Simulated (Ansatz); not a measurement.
The starting structures come from a database of crystals and need not be the phases stable at ambient conditions.

 Where the default PAW files enter, the runs use the earlier of Ansatz's two default sets.

# Evanescent states of MgCdTe$_{2}$ (P-4m2, not sure to be the ambient phase, 4 atoms a cell, 34.5 Å³ an atom) along the normal of (001)

Computed with PBEsol (plane waves, PAW; Ansatz, a program for electronic structure).

No gap correction and no spin-orbit coupling; mid-gap values are interpolated between computed energies.

Energies count from the valence-band top; κ is the least over a 8×8 mesh across the current.

```
E (eV)  κ (1/Å)  where
------  -------  -----
0.04      0.052      Γ
0.12      0.070      Γ
0.20      0.083      Γ
0.28      0.092      Γ
0.36          ?      Γ
0.44          ?      Γ
0.52          ?      Γ
0.60          ?      Γ
0.68          ?      Γ
0.76          ?      Γ
0.84          ?      Γ
0.92          ?      Γ
1.00      0.092      Γ
1.08      0.084      Γ
1.16      0.073      Γ
1.24      0.057      Γ
1.32      0.029      Γ
```

Task: Some entries are withheld; supply them.

Result: 
- 0.36, κ (1/Å): 0.098
- 0.44, κ (1/Å): 0.103
- 0.52, κ (1/Å): 0.106
- 0.60, κ (1/Å): 0.107
- 0.68, κ (1/Å): 0.107
- 0.76, κ (1/Å): 0.106
- 0.84, κ (1/Å): 0.103
- 0.92, κ (1/Å): 0.098
